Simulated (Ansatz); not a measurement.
# SiO2, response to strain

Consider SiO$_{2}$ (space group P4_12_12, No. 92).

```
CELL_PARAMETERS angstrom
      5.02890     0.00000     0.00000
      0.00000     5.02890     0.00000
      0.00000     0.00000     7.01076
ATOMIC_POSITIONS crystal
  Si 0.29800 0.29800 0.00000
  Si 0.79800 0.20200 0.75000
  Si 0.20200 0.79800 0.25000
  Si 0.70200 0.70200 0.50000
  O  0.23961 0.10178 0.17827
  O  0.73961 0.39822 0.57173
  O  0.26039 0.60178 0.07173
  O  0.76039 0.89822 0.67827
  O  0.89822 0.76039 0.32173
  O  0.39822 0.73961 0.42827
  O  0.60178 0.26039 0.92827
  O  0.10178 0.23961 0.82173
```

Cartesian axes are those of the cell as printed.

Strains are applied to the cell and any free atomic positions relax; under biaxial strain the out-of-plane vector relaxes too.

All numbers come from PBEsol/PAW in Ansatz (an electronic-structure program), no spin-orbit coupling, earlier PAW set.

Notes on the quantities. pressure: mean of the normal stresses, compression positive.

| change | pressure | band gap | space group | electron mass | volume per atom |
|---|---|---|---|---|---|
| base | 0.00 GPa | 5.57 eV | P4_12_12 (No. 92) | 0.54 mₑ (at Γ) | 14.78 Å³ |
| biaxial strain −2.63 %, plane normal [001], relaxed out of plane | 1.01 GPa | 5.66 eV | P4_12_12 (No. 92) | 0.52 mₑ (at Γ) | 13.89 Å³ |
| biaxial strain +0.29 %, plane normal [001], relaxed out of plane | (withheld) | 5.56 eV | P4_12_12 (No. 92) | 0.54 mₑ (at Γ) | (withheld) |
| biaxial strain +0.95 %, plane normal [001], relaxed out of plane | -0.32 GPa | 5.54 eV | P4_12_12 (No. 92) | 0.55 mₑ (at Γ) | 15.11 Å³ |
| isotropic strain −0.20 % | 0.09 GPa | 5.58 eV | P4_12_12 (No. 92) | 0.54 mₑ (at Γ) | 14.69 Å³ |
| isotropic strain +0.50 % | -0.20 GPa | 5.56 eV | P4_12_12 (No. 92) | 0.54 mₑ (at Γ) | 15.00 Å³ |
| uniaxial strain ε_yy = −0.86 % | 0.15 GPa | 5.59 eV | P2_12_12_1 (No. 19) | 0.54 mₑ (at Γ) | 14.65 Å³ |
| uniaxial strain ε_zz = −2.26 % | 0.22 GPa | 5.57 eV | P4_12_12 (No. 92) | 0.53 mₑ (at Γ) | 14.44 Å³ |

**Question.** Complete the table.

**Answer.** 
- biaxial strain +0.29 %, plane normal [001], relaxed out of plane, pressure: -0.10 GPa
- biaxial strain +0.29 %, plane normal [001], relaxed out of plane, volume per atom: 14.88 Å³

Masses are band curvatures over ±0.01 Å⁻¹ around the edge. Whether these cells are dynamically stable was not tested.
